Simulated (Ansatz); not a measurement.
Take SrTiO3 in the cubic perovskite structure (space group Pm-3m, No. 221; a = 3.891 Å) as the base.

Perturbation: cell and atoms relaxed at a pressure of 3 GPa.

Levels (all Ansatz, an electronic-structure program, PAW): PBEsol (420 eV, spin-orbit coupling left out); r2SCAN (500 eV, without spin-orbit coupling); HSE06 (420 eV, without spin-orbit coupling).

At the geometry relaxed with PBEsol, these levels gave the following band gaps, in shuffled order: (a) 2.32 eV, (b) 3.41 eV, (c) 1.88 eV.

Task: Match each gap to its level.

Result: (a) r2SCAN; (b) HSE06; (c) PBEsol.

Single points use the geometry relaxed with PBEsol. HSE06 gaps are upper bounds (no full band path). Load acts through the strain it causes; cell and atoms are relaxed under it. Whether these cells are dynamically stable was not tested. The final runs are not spin-polarised. Many cubic perovskites are stable only at high temperature; tilts and polar distortions were not tested.
